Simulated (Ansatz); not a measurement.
A hypothetical phase is included: elements placed on a structure type, which no database files for this compound.

By r2SCAN, the system below comes out a metal.

Data:

```xyz
2
Lattice="4.0372 0.0000 0.0000 0.0000 4.0372 0.0000 2.0186 -2.0186 2.8547" Properties=species:S:1:pos:R:3 pbc="T T T"
Sb     0.0000     0.0000     0.0000
Ga     2.0186     2.0186     0.0000
```

The cell was relaxed by PBE-D3(BJ); by r2SCAN it stands under a pressure of 1.0 GPa.

The current flows along the normal of the first two printed cell vectors, the (001) plane of the conventional cell. No spin-orbit coupling; the value is a mean over 0.1 eV about the Fermi level.

Give the ballistic conductance per area that r2SCAN run with Ansatz (a quantum-chemistry and plane-wave program) yields.

0.94 × 10¹⁵ S/m² for both spins.
